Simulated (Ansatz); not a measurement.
The reference is TaSi$_{2}$ (space group P6_222, No. 180; a = 4.776 Å, c = 6.563 Å).

Calculations: r2SCAN (Ansatz, an electronic-structure program, PAW, spin-orbit coupling left out).

For the base:

```
Property            Value
---------------  --------
c/a ratio           1.374
Volume per atom  14.40 Å³
```

It is then changed as follows: a hydrostatic pressure of 10 GPa.

Q: How does this affect the c/a ratio and volume per atom?

A: The c/a ratio grows by 0.007 to 1.381; the volume per atom decreases by 0.65 Å³ to 13.75 Å³.

Load acts through the strain it causes; cell and atoms are relaxed under it. Stability against distortions was not tested. Competing high-pressure phases were not computed. The final runs are not spin-polarised. An odd electron count without spin: TaSi2.
